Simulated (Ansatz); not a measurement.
Band structure of ZnGa2Te4 (I-4, 7 atoms in the cell).

```
CELL_PARAMETERS angstrom
     -2.98221     2.98221     5.91281
      2.98221    -2.98221     5.91281
      2.98221     2.98221    -5.91281
ATOMIC_POSITIONS crystal
  Zn 0.00000 0.00000 0.00000
  Ga 0.50000 0.50000 0.00000
  Ga 0.25000 0.75000 0.50000
  Te 0.39751 0.89436 0.02697
  Te 0.10564 0.13261 0.50315
  Te 0.86739 0.37054 0.97303
  Te 0.62946 0.60249 0.49685
```

Method of the run: LDA (PW92), PAW files made with PBE (plane waves; Ansatz, an electronic-structure program).

Settings: basis.ecutwfc = 420 eV; kpoints.mp_grid.grid = 3 3 3; hamiltonian.xc = lda; hamiltonian.pseudopotentials = {kind: paw} (an earlier, softer set of the program's PAW files); scf.occupations.method = fixed; kpoints.band_path.npoints = 8.

The starting cell comes from a database of computed structures (which also holds hypothetical and non-ambient phases and stackings), without a prior relaxation at this level. Its lattice was rescaled by a random factor within 2.5 % of one. Spin-orbit coupling is off.

Question: Predict the gap along the standard path and the places of the band edges.

Answer: The gap along the path is 1.04 eV, direct at Γ to within 0.01 eV. Another conduction valley lies within 0.1 eV, so the order of the valleys is not sure.

Levels in eV from the top of the valence band on the path, bands 48 to 55:
```json
[
 {"point": "Γ", "48": "-2.09", "49": "-0.08", "50": "0.00", "51": "0.00", "52": "1.04", "53": "1.65", "54": "2.03", "55": "3.78"},
 {"point": "X", "48": "-1.16", "49": "-0.67", "50": "-0.66", "51": "-0.48", "52": "1.05", "53": "1.36", "54": "2.72", "55": "3.74"},
 {"point": "Y", "48": "-1.24", "49": "-0.94", "50": "-0.75", "51": "-0.68", "52": "1.39", "53": "1.70", "54": "3.17", "55": "3.88"},
 {"point": "S", "48": "-1.80", "49": "-1.61", "50": "-0.89", "51": "-0.64", "52": "1.61", "53": "2.48", "54": "2.76", "55": "3.22"},
 {"point": "Z", "48": "-1.58", "49": "-1.58", "50": "-0.99", "51": "-0.99", "52": "1.10", "53": "1.19", "54": "2.00", "55": "2.00"},
 {"point": "S1", "48": "-1.80", "49": "-1.61", "50": "-0.89", "51": "-0.64", "52": "1.61", "53": "2.48", "54": "2.76", "55": "3.22"},
 {"point": "N", "48": "-1.95", "49": "-1.50", "50": "-1.19", "51": "-0.67", "52": "2.32", "53": "2.57", "54": "3.16", "55": "3.52"},
 {"point": "P", "48": "-1.16", "49": "-1.13", "50": "-0.66", "51": "-0.63", "52": "1.71", "53": "1.73", "54": "2.33", "55": "3.71"},
 {"point": "Y1", "48": "-1.24", "49": "-0.94", "50": "-0.75", "51": "-0.68", "52": "1.39", "53": "1.70", "54": "3.17", "55": "3.88"}
]
```

Keys are those of Ansatz 0.2.
